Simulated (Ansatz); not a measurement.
Input and output of a self-consistent single point for CaCu4As2 (R-3m, 7 atoms in the cell) (Ansatz, a first-principles code).

Level of theory: LDA (PW92), PAW files made with PBE (plane waves; Ansatz).

```
CELL_PARAMETERS angstrom
      2.00849     1.15960     7.36538
     -2.00849     1.15960     7.36538
      0.00000    -2.31921     7.36538
ATOMIC_POSITIONS crystal
  Ca 0.00000 0.00000 0.00000
  Cu 0.14454 0.14454 0.14454
  Cu 0.85546 0.85546 0.85546
  Cu 0.56134 0.56134 0.56134
  Cu 0.43866 0.43866 0.43866
  As 0.25217 0.25217 0.25217
  As 0.74783 0.74783 0.74783
```

Reference input (self-consistent single point, DFT, PBEsol, plane waves, PAW files made with PBE): kpoints.mp_grid.grid = 5 5 5; hamiltonian.xc = pbesol; hamiltonian.pseudopotentials = {kind: paw} (the program's default PAW files); scf.occupations.method = gaussian; scf.occupations.width = 0.02 Ry. This run's input differs from it in these lines:

Ansatz 0.2 input:
```diff
@@ -18,3 +18,3 @@
 hamiltonian:
-  xc: pbesol
+  xc: lda
   pseudopotentials:
```

Log, with long lists cut:

```
SCF iter   1: F=—  HF=-37558.815450 eV  |F-HF|=—  |Δ(HF+E_count)|=         —  Δρ=4.13e-1  dr2=2.52e2  ethr=3.10e-3  ⟨swp⟩=7.9  Hψ=5918  notcnv=0
all-band conjugate gradients solve this SCF's bands
preconditioner: auto → Kerker (q_TF=auto, 2.783 Å⁻¹)
SCF iter   2: F=—  HF=-37549.014046 eV  |F-HF|=—  |Δ(HF+E_count)|=    9.80e0  Δρ=1.44e-1  dr2=2.59e1  ethr=3.10e-3  ⟨swp⟩=3.3  Hψ=2648  notcnv=0  defer=48
   [... lines left out ...]
SCF iter  12: F=—  HF=-37545.468838 eV  |F-HF|=—  |Δ(HF+E_count)|=   7.20e-6  Δρ=3.96e-5  dr2=2.04e-6  ethr=1.17e-8  ⟨swp⟩=2.0  Hψ=2057  notcnv=0  defer=64
SCF iter  13: F=—  HF=-37545.468838 eV  |F-HF|=—  |Δ(HF+E_count)|=   2.26e-7  Δρ=2.27e-5  dr2=7.13e-7  ethr=1.76e-9  ⟨swp⟩=2.1  Hψ=2036  notcnv=0  defer=64
SCF iter  14: F=—  HF=-37545.468838 eV  |F-HF|=—  |Δ(HF+E_count)|=   1.64e-7  Δρ=9.48e-6  dr2=8.87e-8  ethr=8.62e-11  ⟨swp⟩=9.6  Hψ=7002  notcnv=0
SCF iter  15: F=-37545.468838 eV  HF=-37545.468838 eV  |F-HF|=2.66e-8  |Δ(HF+E_count)|=   2.85e-8  Δρ=3.19e-6  dr2=1.86e-8  ethr=7.65e-11  ⟨swp⟩=4.1  Hψ=3885  notcnv=0
SCF 1 converged in 15 iterations: F = -37545.468838 eV  dr2 = 1.86e-8
Free energy (F): -37545.468838 eV
Internal energy: -37545.407146 eV  (E = F + TS)
E sigma→0 (E₀):  -37545.437992 eV
Entropy (-TS):   -0.061692 eV (-8.813 meV/atom)
Fermi energy:    14.239848 eV
--- Forces (eV/Å), atoms counted from 1 ---
  atom   1  Ca     0.00000000     0.00000000    -0.00000000
  atom   2  Cu     0.00000000    -0.00000000    -0.03228826
  atom   3  Cu    -0.00000000     0.00000000     0.03228826
  atom   4  Cu     0.00000000     0.00000000     0.00338571
  atom   5  Cu    -0.00000000    -0.00000000    -0.00338571
  atom   6  As    -0.00000000     0.00000002     0.36349278
  atom   7  As     0.00000000    -0.00000002    -0.36349278
--- Stress (GPa, compression-positive) ---
        1.683084      -0.000000      -0.000000
       -0.000000       1.683084       0.000000
       -0.000000       0.000000       1.732040
  P = ⅓ Tr σ = 1.6994 GPa (16.994 kbar)
  The stress holds the Pulay correction. Without it, at fixed plane waves, as pw.x and ABINIT print it: P = 1.6309 GPa
```

The run converged in 15 iterations. Against the reference run the pressure goes from 6.09 to 1.70 GPa and the largest force goes from 0.517 to 0.363 eV/Å.

The starting cell comes from a database of computed structures (which also holds hypothetical and non-ambient phases and stackings), without a prior relaxation at this level. Its lattice was rescaled by a random factor within 2.5 % of one. Spin polarisation is off. Ansatz's pressure includes its estimate of the finite-basis (Pulay) stress. The run gives no clean gap (levels at the Fermi energy touch, overlap or are partly filled at this smearing), which alone does not show that the compound is a metal.
